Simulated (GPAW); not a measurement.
## Input and output of a self-consistent single point for Sr (Fm-3m, 1 atom in the cell) (GPAW)

Level of theory: PBE, GPAW PAW datasets PBE (gpaw-data 1.0.1) (plane waves; GPAW).

The input file:

```python
from ase import Atoms
from ase.units import GPa
from gpaw import GPAW

atoms = Atoms(['Sr'],
              cell=[[0.000000, 3.030880, 3.030880],
                    [3.030880, 0.000000, 3.030880],
                    [3.030880, 3.030880, 0.000000]],
              scaled_positions=[[0.000000, 0.000000, 0.000000]],
              pbc=True)

calc = GPAW(mode={'name': 'pw', 'ecut': 600},
            xc='PBE',
            kpts=(7, 7, 7),
            occupations={'name': 'fermi-dirac', 'width': 0.1},
            nbands=-7,
            convergence={'density': 1e-05, 'energy': 1e-05},
            symmetry={'symmorphic': False, 'tolerance': 0.0005},
            maxiter=100)

atoms.calc = calc

energy = atoms.get_potential_energy()
print('Energy (eV):', round(energy, 6))
forces = atoms.get_forces()
print('Forces (eV/Ang):')
print(forces.round(5))
stress = atoms.get_stress()
print('Stress (GPa, Voigt):', (stress / GPa).round(4))
```

Log, with long lists cut:

```
Input parameters:
  convergence: {density: 1e-05,
                energy: 1e-05}
  kpts: [7 7 7]
  maxiter: 100
  mode: {ecut: 600,
         name: pw}
  nbands: -7
  occupations: {name: fermi-dirac,
                width: 0.1}
  symmetry: {symmorphic: False,
             tolerance: 0.0005}
  xc: PBE

species:
  Sr:
    name: Strontium
    Z: 38.0
    valence: 10
    core: 28
    charge: 0.0
    file: Sr.PBE.gz

    # Using partial waves for Sr as LCAO basis

Reference energy: -86496.770008  # eV

Spin-paired calculation

Convergence criteria:
 Maximum [total energy] change in last 3 cyles: 1e-05 eV / valence electron
 Maximum integral of absolute [dens]ity change: 1e-05 electrons / valence electron
 Maximum integral of absolute [eigenst]ate change: 4e-08 eV^2 / valence electron
 Maximum number of scf [iter]ations: 100

Symmetries present (total): 48
Symmetries with fractional translations: 0
343 k-points: 7 x 7 x 7 Monkhorst-Pack grid
20 k-points in the irreducible part of the Brillouin zone
       k-points in crystal coordinates                weights
   0:     0.00000000    0.00000000    0.00000000          1/343
   1:     0.14285714    0.14285714    0.00000000          6/343
   2:     0.14285714    0.14285714    0.14285714          8/343
   [... 7 lines left out ...]
          ...
  19:     0.42857143    0.42857143    0.42857143          8/343

Wave functions: Plane wave expansion
  Cutoff energy: 600.000 eV
  Number of coefficients (min, max): 1837, 1875
  Pulay-stress correction: 0.000000 eV/Ang^3 (de/decut=0.000000)

Occupation numbers: Fermi-Dirac:
  width: 0.1000  # eV

Eigensolver

Densities:
  Coarse grid: 25*25*25 grid
  Fine grid: 50*50*50 grid
  Total Charge: 0.000000

Density mixing:
  Method: separate
  Backend: pulay
  Linear mixing parameter: 0.05
  old densities: 5
  Damping of long wavelength oscillations: 50

Hamiltonian:
  XC and Coulomb potentials evaluated on a 50*50*50 grid
  External potential:
    NoExternalPotential

XC parameters: PBE with 2 nearest neighbor stencil

Number of atoms: 1
Number of atomic orbitals: 5
Number of bands in calculation: 12
Number of valence electrons: 10
Bands to converge: occupied

Density initialized from atomic densities
  5 bands from LCAO basis set
  7 bands from random numbers

Atomic positions and initial magnetic moments

Positions:
   0 Sr     0.000000    0.000000    0.000000    ( 0.0000,  0.0000,  0.0000)

Unit cell:
           periodic     x           y           z      points  spacing
  1. axis:    yes    0.000000    3.030880    3.030880    25     0.1400
  2. axis:    yes    3.030880    0.000000    3.030880    25     0.1400
  3. axis:    yes    3.030880    3.030880    0.000000    25     0.1400

  Lengths:   4.286312   4.286312   4.286312
  Angles:   60.000000  60.000000  60.000000

Effective grid spacing dv^(1/3) = 0.1527

     iter     time        total  log10-change:
                         energy   eigst   dens
iter:   1 --:--:--    -1.643363
iter:   2 --:--:--    -1.723604   -1.17  -1.58
iter:   3 --:--:--    -1.715451   -2.42  -1.59
iter:   4 --:--:--    -1.688097   -2.25  -1.63
iter:   5 --:--:--    -1.688790   -3.66  -2.13
iter:   6 --:--:--    -1.687859   -3.58  -2.16
iter:   7 --:--:--    -1.687888   -4.40  -2.51
iter:   8 --:--:--    -1.687895c  -5.82  -3.31
iter:   9 --:--:--    -1.687853c  -5.37  -3.25
iter:  10 --:--:--    -1.687855c  -6.90  -3.68
iter:  11 --:--:--    -1.687855c  -8.36c -4.50
iter:  12 --:--:--    -1.687854c  -8.09c -4.53
iter:  13 --:--:--    -1.687854c  -9.08c -4.83
iter:  14 --:--:--    -1.687854c  -9.63c -5.44c

Converged after 14 iterations.

Dipole moment: (0.000000, -0.000000, 0.000000) |e|*Ang

Energy contributions relative to reference atoms: (reference = -86496.770008)

Kinetic:         -1.097579
Potential:       +2.557167
External:        +0.000000
XC:              -3.019086
Entropy (-ST):   -0.041857
Local:           -0.107428
SIC:             +0.000000
--------------------------
Free energy:     -1.708783
Extrapolated:    -1.687854

Showing only first 2 kpts
 Kpt  Band  Eigenvalues  Occupancy
  0     3    -15.02519    2.00000
  0     4     -0.14426    2.00000
  0     5      5.83818    0.00000
  0     6      5.83818    0.00000

  1     3    -15.03810    2.00000
  1     4      0.28068    2.00000
  1     5      5.28392    0.00000
  1     6      6.04476    0.00000

Fermi level: 3.48036

No gap
No difference between direct/indirect transitions
Energy (eV): -1.687854

Forces in eV/Ang:
  0 Sr    0.00000   -0.00000   -0.00000

Stress tensor:
     0.000479    -0.000000     0.000000
    -0.000000     0.000479     0.000000
     0.000000     0.000000     0.000479
Stress (GPa, Voigt): [ 0.0768  0.0768  0.0768  0.      0.     -0.    ]
```

The run converged in 14 iterations. GPAW prints stress with tension positive.

The starting cell has typed, rounded lattice constants, without a prior relaxation at this level. Its lattice was rescaled by up to half a per cent.
